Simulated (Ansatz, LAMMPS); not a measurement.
# Σ99 (557) [1-10] symmetric tilt, annealed from start 1, in Ge (diamond structure)

Cell 40.53 × 16.29 × 26.83 Å, Ge736, 736 atoms. Prepared with Tersoff's 1989 multicomponent potential (SiCGe.tersoff) in LAMMPS: 40 ps at 1300 K, cooling over 40 ps and minimisation with the cell free along the normal, at the potential's lattice parameter; then scaled to the PBE one. 

Computed with PBE, support functions at accuracy medium on the grid of 370 eV (norm-conserving potentials; Ansatz, an electronic-structure program).

Basis: localised support functions (accuracy medium) on a full density matrix. k-points: zone centre alone; occupations: Fermi-Dirac, 0.020 eV; spin polarisation not allowed. No spin-orbit coupling.

```
Property                                                                                                                                   Result
--------------------------------------------------------------------------------------  ---------------------------------------------------------
energy over the perfect crystal(s), per atom                                                                                          58 meV/atom
boundary energy (mean of two; the reference samples k-space alike but not identically)                                                  0.52 J/m²
electronic character of the cell                                                                                 no gap resolved at this smearing
coordination (neighbours within 2.966 Å)                                                                              98.4 % 4-fold, 1.6 % 5-fold
Ge-Ge bonds, mean ± spread                                                                                                        2.508 ± 0.051 Å
bond angles, mean ± spread                                                                                                          109.3° ± 7.0°
pressure                                                                                                                                 0.08 GPa
cost of the final run                                                                   around 40 core-minutes (rough), 13 SCF iterations, 15 GiB
```
